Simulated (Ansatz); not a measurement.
We consider Te3As2 (model structure, R-3m, No. 166, 5 atoms in the cell), described by r²SCAN+SOC (PAW; Ansatz, a program for electronic structure).

Settings: plane-wave cutoff 560 eV, 16×16×16 k mesh, Fermi–Dirac smearing 0.05 eV, PAW data made under PBE.

Cell (relaxed with PBEsol):

Space group R-3m, hexagonal axes (No. 166); a = b = 4.044 Å, c = 28.619 Å, α = β = 90.00°, γ = 120.00°

| atom | site | symmetry | x | y | z |
|---|---|---|---|---|---|
| As | 6c | 3m | 0.0000 | 0.0000 | 0.3968 |
| Te | 3a | -3m | 0.0000 | 0.0000 | 0.0000 |
| Te | 6c | 3m | 0.0000 | 0.0000 | 0.2142 |
(The calculation used a cell of 5 atoms; values per cell refer to that cell.)

Question: Predict the band gap, smallest direct gap on the k points sampled and direct gap at Γ.

Answer: 
- band gap: 0.02 eV (under three smearing widths, so not firm)
- smallest direct gap on the k points sampled: 0.05 eV (under three smearing widths, so not firm)
- direct gap at Γ: 0.15 eV (under three smearing widths, so not firm)

Note: the relaxation could raise the start's symmetry but not lower it, so the cell can be a saddle point; cell and atoms aren't relaxed at this level (largest force component 0.08 eV/Å, pressure 2.4 GPa).

The computed numbers hold no vibrational or temperature effects.

It cost around 80 core-minutes (rough) of CPU time.

A model structure was made by putting elements into a prototype or built by hand; it is no filed structure, need not be a known phase, and can be a saddle point held by its symmetry.
